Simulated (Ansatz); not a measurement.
Worked example: self-consistent single point of VRe (Cmm2, 2 atoms in the cell) in Ansatz (a quantum-chemistry and plane-wave program).

Method of the run: LDA (PW92), default PAW files made with PBE (plane waves; Ansatz).

The change in words: lattice scaled by 0.98; basis.ecutwfc: 420 eV → 335 eV. Reference geometry:
```
VRe
1.0
    1.50727    -2.17574     0.00000
    1.50727     2.17574     0.00000
    0.00000     0.00000     4.20942
V Re
1 1
Direct
  0.50000   0.50000   0.51188
  0.00000   0.00000   0.00000
```

Reference input (self-consistent single point, DFT, LDA (PW92), plane waves, default PAW files made with PBE): basis.ecutwfc = 420 eV; kpoints.mp_grid.grid = 11 11 7; hamiltonian.xc = lda; hamiltonian.pseudopotentials = {kind: paw} (the program's default PAW files); scf.occupations.method = fermi_dirac; scf.occupations.width = 0.1 eV. This run's input differs from it in these lines:

Ansatz 0.2 input:
```diff
@@ -3,5 +3,5 @@
   lattice:
-    - [1.507271, -2.175737, 0.000000]
-    - [1.507271, 2.175737, 0.000000]
-    - [0.000000, 0.000000, 4.209417]
+    - [1.477126, -2.132222, 0.000000]
+    - [1.477126, 2.132222, 0.000000]
+    - [0.000000, 0.000000, 4.125229]
   atoms:
@@ -10,3 +10,3 @@
 basis:
-  ecutwfc: 420.0
+  ecutwfc: 335.0
 kpoints:
```

Output, abridged:

```
SCF iter   1: F=—  HF=-13468.514781 eV  |F-HF|=—  |Δ(HF+E_count)|=         —  Δρ=6.94e-3  dr2=6.45e-3  ethr=1.77e-3  ⟨swp⟩=4.6  Hψ=10747  notcnv=0
all-band conjugate gradients solve this SCF's bands
preconditioner: auto → none
SCF iter   2: F=—  HF=-13468.513187 eV  |F-HF|=—  |Δ(HF+E_count)|=   1.59e-3  Δρ=4.41e-3  dr2=9.13e-3  ethr=2.31e-5  ⟨swp⟩=2.2  Hψ=5362  notcnv=0
SCF iter   3: F=—  HF=-13468.512242 eV  |F-HF|=—  |Δ(HF+E_count)|=   9.45e-4  Δρ=2.15e-3  dr2=1.27e-3  ethr=2.31e-5  ⟨swp⟩=1.3  Hψ=2639  notcnv=0
SCF iter   4: F=—  HF=-13468.512135 eV  |F-HF|=—  |Δ(HF+E_count)|=   1.07e-4  Δρ=5.63e-4  dr2=7.76e-5  ethr=4.55e-6  ⟨swp⟩=2.0  Hψ=2918  notcnv=0
SCF iter   5: F=—  HF=-13468.512115 eV  |F-HF|=—  |Δ(HF+E_count)|=   1.95e-5  Δρ=1.96e-4  dr2=2.13e-5  ethr=2.77e-7  ⟨swp⟩=2.1  Hψ=4117  notcnv=0
SCF iter   6: F=—  HF=-13468.512109 eV  |F-HF|=—  |Δ(HF+E_count)|=   5.94e-6  Δρ=4.34e-5  dr2=1.72e-7  ethr=7.60e-8  ⟨swp⟩=2.0  Hψ=3476  notcnv=0
SCF iter   7: F=-13468.512109 eV  HF=-13468.512109 eV  |F-HF|=2.12e-9  |Δ(HF+E_count)|=   1.94e-8  Δρ=5.82e-6  dr2=4.24e-9  ethr=3.57e-10  ⟨swp⟩=4.6  Hψ=9272  notcnv=0
SCF 1 converged in 7 iterations: F = -13468.512109 eV  dr2 = 4.24e-9
Free energy (F): -13468.512109 eV
Internal energy: -13468.469599 eV  (E = F + TS)
E sigma→0 (E₀):  -13468.490854 eV
Entropy (-TS):   -0.042511 eV (-21.255 meV/atom)
Fermi energy:    22.596943 eV
--- Forces (eV/Å), atoms counted from 1 ---
  atom   1  V      0.00000000     0.00000000    -0.76885901
  atom   2  Re     0.00000000     0.00000000     0.76892246
--- Stress (GPa, compression-positive) ---
       13.393100       0.000000       0.000000
        0.000000      12.394699       0.000000
        0.000000       0.000000      11.831395
  P = ⅓ Tr σ = 12.5397 GPa (125.397 kbar)
  The stress holds the Pulay correction. Without it, at fixed plane waves, as pw.x and ABINIT print it: P = 7.9226 GPa
```

The run converged in 7 iterations. Against the reference run the free energy rises by 44.8 meV/atom, the pressure goes from -7.39 to 12.54 GPa and the largest force goes from 0.585 to 0.769 eV/Å.

The starting cell comes from a database of computed structures (which also holds hypothetical and non-ambient phases and stackings), without a prior relaxation at this level. Its lattice was rescaled by up to half a per cent. One atom was moved a little off its site on purpose. For this run, on top of that: lattice scaled by 0.98. Spin polarisation is off. Ansatz's pressure includes its estimate of the finite-basis (Pulay) stress. Without the estimate this run gives 7.92 GPa. The cutoff lies below the one recommended for these files.
